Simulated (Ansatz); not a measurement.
Take ZnS in the wurtzite structure (space group P6_3mc, No. 186; a = 3.738 Å, c = 6.143 Å) as the base. Axes: x lies along a and z along c of the hexagonal cell.

Method: plane-wave PAW DFT at the LDA level (Ansatz, a quantum-chemistry and plane-wave program, 420 eV), scalar-relativistic without spin-orbit coupling.

Modification: an isotropic linear strain of −0.60 %, atoms relaxed at fixed cell.

**Question.** Predict the stress tensor and what it implies for the stiffness.

**Answer.** Stress of the strained cell less that of the base (GPa, compression positive):
```
   1.60    0.00    0.00
   0.00    1.60    0.00
   0.00    0.00    1.65
```

Then B = −ΔP/(ΔV/V₀) with ΔV/V₀ = -0.0179 gives secant stiffness values (nonlinear terms included at this strain): B (at held cell shape, above the free-shape value) ≈ 90 GPa.

Whether these cells are dynamically stable was not tested.
